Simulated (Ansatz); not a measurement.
The reference is TiC in the rock salt structure (space group Fm-3m, No. 225; relaxed with 0.1 eV smearing).

```xyz
2
Lattice="0.0000 2.1305 2.1305 2.1305 0.0000 2.1305 2.1305 2.1305 0.0000" Properties=species:S:1:pos:R:3 pbc="T T T"
Ti     0.0000     0.0000     0.0000
C      2.1305     2.1305     2.1305
```

Cartesian axes are those of the cell as printed.

All numbers come from LDA (Ansatz, an electronic-structure program, PAW, without spin-orbit coupling).

The change: every lattice vector is shortened by 2.50 %, atoms relaxed at fixed cell.

### Question
Predict the stress tensor and what it implies for the stiffness.

### Answer
Stress of the strained cell less that of the base (GPa, compression positive):
```
   24.9     0.0     0.0
    0.0    24.9     0.0
    0.0     0.0    24.9
```

Then B = −ΔP/(ΔV/V₀) with ΔV/V₀ = -0.0731 gives secant stiffness values (nonlinear terms included at this strain): B ≈ 341 GPa.

As a check, the harmonic strain energy −½ V₀ Δσ:ε is 56 meV/atom; the computed energy rise is 52 meV/atom.

No phonon test of stability was made. The final runs are not spin-polarised.
